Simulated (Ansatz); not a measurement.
# bcc Nb (1 1 0) on silicon (0 0 1) (film strained to the substrate, started from cuts of the bulks and a machine-learned relaxation; slabs Si36 and Nb24, which can lie off the formulas)

A periodic stack without vacuum, bcc Nb (1 1 0) on silicon (0 0 1) (film strained to the substrate, started from cuts of the bulks and a machine-learned relaxation; slabs Si36 and Nb24, which can lie off the formulas): substrate slab Si36, film Nb24, surface cells [[0, -1], [3, 1]] and [[2, 0], [5, 3]], film strained by -4.6 and +1.2 %, outermost planes Si/Si and Nb/Nb as cut, which need not be the usual terminations and can put a slab off its formula.

The start was prepared with a machine-learned potential, and the result is one local minimum, with the in-plane cell held and forces under 0.04 eV/Å; the film can end far from its bulk form.

Level of theory: PBE (plane waves to 420 eV, PAW; Ansatz, a quantum-chemistry and plane-wave program). Scalar-relativistic, without spin–orbit coupling; the runs are not spin-polarised; PBE gaps are too small against experiment. Its k-point mesh 5×3×1, Fermi–Dirac width 0.05 eV.

interface area: 44.9 Å²
period: 24.83 Å
heights between the nearest atoms of the two slabs at the two interfaces: 1.94 and 1.81 Å
Nb–Si contacts across the interfaces within 1.22 times the sum of covalent radii: 39, mean 2.79 Å
hole barrier (PBE): 0.25 eV
electron barrier (PBE): 0.36 eV

```yaml
crystal:
  lattice:
    - [5.46983, -0.00034, 0.04765]
    - [2.73484, 8.20468, 0.13606]
    - [-0.70642, 2.64648, 24.86693]
  atoms:
    - { symbol: Si, position: [0.79904, 0.09821, 0.04832] }
    - { symbol: Si, position: [0.27031, 0.30119, 0.08532] }
    - { symbol: Si, position: [0.68314, 0.66912, 0.06443] }
    - { symbol: Si, position: [0.27643, 0.06893, 0.04593] }
    - { symbol: Si, position: [0.55142, 0.42582, 0.04681] }
    - { symbol: Si, position: [0.07745, 0.78854, 0.04697] }
    - { symbol: Si, position: [0.50554, 0.92175, 0.18480] }
    - { symbol: Si, position: [0.83632, 0.26464, 0.18886] }
    - { symbol: Si, position: [0.18658, 0.59025, 0.18502] }
    - { symbol: Si, position: [0.64364, 0.12304, 0.13576] }
    - { symbol: Si, position: [0.95342, 0.46396, 0.13248] }
    - { symbol: Si, position: [0.34636, 0.77058, 0.12590] }
    - { symbol: Si, position: [0.03574, 0.88592, 0.29534] }
    - { symbol: Si, position: [0.36911, 0.21562, 0.29759] }
    - { symbol: Si, position: [0.70794, 0.55196, 0.29625] }
    - { symbol: Si, position: [0.19066, 0.07243, 0.24067] }
    - { symbol: Si, position: [0.51769, 0.40401, 0.24381] }
    - { symbol: Si, position: [0.86023, 0.73675, 0.23963] }
    - { symbol: Si, position: [0.56833, 0.84394, 0.40680] }
    - { symbol: Si, position: [0.89762, 0.17719, 0.40686] }
    - { symbol: Si, position: [0.23847, 0.51182, 0.40592] }
    - { symbol: Si, position: [0.72019, 0.02995, 0.35151] }
    - { symbol: Si, position: [0.05121, 0.36388, 0.35224] }
    - { symbol: Si, position: [0.38675, 0.69991, 0.35054] }
    - { symbol: Si, position: [0.09858, 0.80395, 0.51766] }
    - { symbol: Si, position: [0.40839, 0.14600, 0.51724] }
    - { symbol: Si, position: [0.79270, 0.46079, 0.51726] }
    - { symbol: Si, position: [0.24792, 0.99129, 0.46171] }
    - { symbol: Si, position: [0.58220, 0.32506, 0.46224] }
    - { symbol: Si, position: [0.92030, 0.65696, 0.46154] }
    - { symbol: Si, position: [0.85709, 0.78028, 0.59618] }
    - { symbol: Si, position: [0.14257, 0.12210, 0.59406] }
    - { symbol: Si, position: [0.53077, 0.45803, 0.59122] }
    - { symbol: Si, position: [0.71268, 0.09510, 0.59079] }
    - { symbol: Si, position: [0.10051, 0.43168, 0.59440] }
    - { symbol: Si, position: [0.38514, 0.76729, 0.59616] }
    - { symbol: Nb, position: [0.14886, 0.24219, 0.68426] }
    - { symbol: Nb, position: [0.64749, 0.24419, 0.67871] }
    - { symbol: Nb, position: [0.29486, 0.57972, 0.67814] }
    - { symbol: Nb, position: [0.79816, 0.57348, 0.67512] }
    - { symbol: Nb, position: [0.49407, 0.91780, 0.67426] }
    - { symbol: Nb, position: [0.99891, 0.91016, 0.67751] }
    - { symbol: Nb, position: [0.59406, 0.04062, 0.77563] }
    - { symbol: Nb, position: [0.09484, 0.03853, 0.77582] }
    - { symbol: Nb, position: [0.75477, 0.37662, 0.77527] }
    - { symbol: Nb, position: [0.25446, 0.37811, 0.77680] }
    - { symbol: Nb, position: [0.92251, 0.70922, 0.77474] }
    - { symbol: Nb, position: [0.42325, 0.70959, 0.77400] }
    - { symbol: Nb, position: [0.03214, 0.83822, 0.87087] }
    - { symbol: Nb, position: [0.53333, 0.83963, 0.87154] }
    - { symbol: Nb, position: [0.20181, 0.17423, 0.87069] }
    - { symbol: Nb, position: [0.69932, 0.17454, 0.87121] }
    - { symbol: Nb, position: [0.36777, 0.50767, 0.87126] }
    - { symbol: Nb, position: [0.86725, 0.50805, 0.87168] }
    - { symbol: Nb, position: [0.47099, 0.64573, 0.96674] }
    - { symbol: Nb, position: [0.97747, 0.62953, 0.97111] }
    - { symbol: Nb, position: [0.63428, 0.96218, 0.97298] }
    - { symbol: Nb, position: [0.12740, 0.97447, 0.96238] }
    - { symbol: Nb, position: [0.82569, 0.30427, 0.96655] }
    - { symbol: Nb, position: [0.32266, 0.30443, 0.97065] }
```
